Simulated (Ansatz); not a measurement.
Base system: PtSb$_{2}$ (space group Pa-3, No. 205; a = 6.553 Å).

(Cell as relaxed with PBE.)

Levels (all Ansatz, a first-principles code, PAW): PBE (420 eV, no spin-orbit coupling); PBEsol (420 eV, spin-orbit coupling left out).

Each level relaxes its own structure.

```csv
quantity,PBE,PBEsol
volume per atom,23.45 Å³,…
lattice parameter a,6.553 Å,…
band gap,zero,…
```

Q: What does PBEsol give?

A: 
- volume per atom, PBEsol: 22.50 Å³
- lattice parameter a, PBEsol: 6.463 Å
- band gap, PBEsol: zero

PBE's volume per atom lies 0.95 Å³ above PBEsol's (4.2 %); PBE's lattice parameter a lies 0.090 Å above PBEsol's (1.4 %); the two agree on the band gap. Neither level is exact; PBEsol is the comparison here, not a measurement.

Spin-orbit coupling, missing from the scalar runs, can matter with Pt and Sb. Stability against distortions was not tested. The final runs are not spin-polarised. A zero or small gap of PtSb2 can be the functional's error rather than a property of the material.
